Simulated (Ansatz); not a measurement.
A relaxation of cell and atoms of LaC₂ (Immm, 3 atoms in the cell) with Ansatz (an electronic-structure program).

Level of theory: PBEsol, default PAW files made with PBE (plane waves; Ansatz).

The change in words: atoms on their sites; basis.ecutwfc: 420 eV → 840 eV; relax: default → cell and atoms. Reference geometry:
```xyz
3
Lattice="-2.0051 2.4423 2.7287 2.0051 -2.4423 2.7287 2.0051 2.4423 -2.7287" Properties=species:S:1:pos:R:3 pbc="T T T"
La     0.0000     0.0000     0.0500
C      0.0000     0.6507     2.7287
C      2.0051     1.7916     0.0000
```

Reference input (self-consistent single point, DFT, PBEsol, plane waves, default PAW files made with PBE): basis.ecutwfc = 420 eV; kpoints.mp_grid.grid = 9 9 9; hamiltonian.xc = pbesol; hamiltonian.pseudopotentials = {kind: paw} (the program's default PAW files); scf.occupations.method = gaussian; scf.occupations.width = 0.1 eV. This run's input differs from it in these lines:

Ansatz 0.2 input:
```diff
@@ -7,3 +7,3 @@
   atoms:
-    - { symbol: La, position: [0.00916200, 0.00916200, 0.00000000] }
+    - { symbol: La, position: [0.00000000, 0.00000000, 0.00000000] }
     - { symbol: C, position: [0.63322000, 0.50000000, 0.13322000] }
@@ -11,3 +11,3 @@
 basis:
-  ecutwfc: 420.0
+  ecutwfc: 840.0
 kpoints:
@@ -23,2 +23,4 @@
     width: 0.1
+relax:
+  cell: {}
 output:
```

The program printed (abridged):

```
   [... SCF lines of the steps left out ...]
relax step   1: F+E_penalty+E_count = -6654.82697013 eV  Δ(F+E_penalty+E_count) = +0.000e0 eV  max|allowed force component| = 2.448e-1 eV/Å  Δτ_max = 0.0000 Å  P = -4.168 GPa  Ω = 53.452 Å³  (6 SCF iters, dr2 threshold 1.00e-7 eV, accepted)
relax step   2: F+E_penalty+E_count = -6654.78527177 eV  Δ(F+E_penalty+E_count) = +4.170e-2 eV  max|allowed force component| = 1.672e-1 eV/Å  Δτ_max = 0.0199 Å  P = +7.132 GPa  Ω = 47.824 Å³  energy of the carried Pulay correction = +2.673e-5 eV  (6 [...]
   [... lines left out ...]
relax step   5: F+E_penalty+E_count = -6654.85883210 eV  Δ(F+E_penalty+E_count) = -3.204e-5 eV  max|allowed force component| = 3.803e-3 eV/Å  Δτ_max = 0.0004 Å  P = +0.009 GPa  Ω = 51.096 Å³  energy of the carried Pulay correction = +1.084e-5 eV  (4 [...]
relax step   6: F+E_penalty+E_count = -6654.85882008 eV  Δ(F+E_penalty+E_count) = +1.203e-5 eV  max|allowed force component| = 3.864e-3 eV/Å  Δτ_max = 0.0000 Å  P = +0.009 GPa  Ω = 51.096 Å³  stress off target by 1.35e-2 GPa  SCF on the basis [...]
basis re-selected at this cell: Δ(F+E_penalty+E_count) = +1.203e-5 eV, ΔP = +0.000 GPa vs the last step
the relaxation is at rest under the 8 symmetry operations that the run kept from its start: a minimum is not shown …
Stability not checked: this state was not tested for a lower state beside it, because too few of the mixer's solves of this state at the end of the SCF gave a …
Free energy (F): -6654.858820 eV
Internal energy: -6654.856381 eV  (E = F + TS)
   [... lines left out ...]
Fermi energy:    10.454957 eV
  cell:  # Å, volume = 51.0959 Å³
   [... lines left out ...]
    - [-1.9898238881364512, 2.4008484454194363, 2.6739080764723724]
    - [1.9898238881364512, -2.4008484454194363, 2.6739080764723724]
    - [1.9898238881364512, 2.4008484454194363, -2.6739080764723724]
  atoms:
    - { symbol: La, position: [0.0, 0.0, 0.0] }
    - { symbol: C, position: [0.6349477718002727, 0.49999999999999994, 0.13494777180027276] }
    - { symbol: C, position: [0.36505222819972727, 0.5, 0.8650522281997273] }
```

The run converged. 

Summary of the result:
```
Item                                                                                                 Result
-----------------------------------------------  ----------------------------------------------------------
Free energy E − TS (on the zero of these files)                                               -6654.8588 eV
Fermi level (on the code's own zero)                                                               10.45 eV
Pressure                                                                                           0.01 GPa
Largest force (vector length)                                                                    0.004 eV/Å
Final cell                                       a = b = c = 4.1077 Å, α = 122.05°, β = 108.47°, γ = 98.77°
Final volume per atom                                                                              17.03 Å³
Relaxation steps                                                                                          6
```

The starting cell comes from a database of computed structures (which also holds hypothetical and non-ambient phases and stackings), without a prior relaxation at this level. Its lattice was rescaled by up to half a per cent. The relaxation keeps the symmetry of its start, so its end need not be a minimum. Ansatz's pressure includes its estimate of the finite-basis (Pulay) stress.

Cost on one core of a shared machine: roughly 2 min.
